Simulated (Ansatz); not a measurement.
Rock-salt ZrN, relaxed in Ansatz (plane waves) with several semilocal functionals. Each gives its own volume and its own zone-centre TO phonon frequency:

```csv
level,V0 (Å³/atom),TO(Γ) frequency (cm⁻¹),ln V0,ln ω_TO
LDA,11.579,512.4,2.4492,6.2391
PBEsol,11.792,499.7,2.4674,6.2140
revPBE,12.262,466.1,2.5065,6.1444
RPBE,12.316,462.3,2.5109,6.1362
BLYP,12.544,446.4,2.5292,6.1012
```

Q: Fit a straight line to ln ω_TO against ln V0. What does it predict for PBE, whose volume is 12.126 Å³/atom?

A: With x = ln V0 and y = ln ω_TO: means 2.49264 and 6.16698; Σ(Δx Δy) = -0.007600, Σ(Δx²) = 0.004386, so the slope is -1.73. At x = 2.4954 the line gives y = 6.16698 + (-1.73) × (2.4954 − 2.49264) = 6.1622, or 474.5 cm⁻¹. The run with PBE gives 475.9 cm⁻¹, +0.3 % from the line. The rows used scatter about it by up to 0.3 %, while the largest value lies 15 % above the smallest.

Ansatz's density-functional and Hartree–Fock values are scalar-relativistic unless marked +SOC, with PAW data made under PBE.

Ansatz is a quantum-chemistry and plane-wave program.
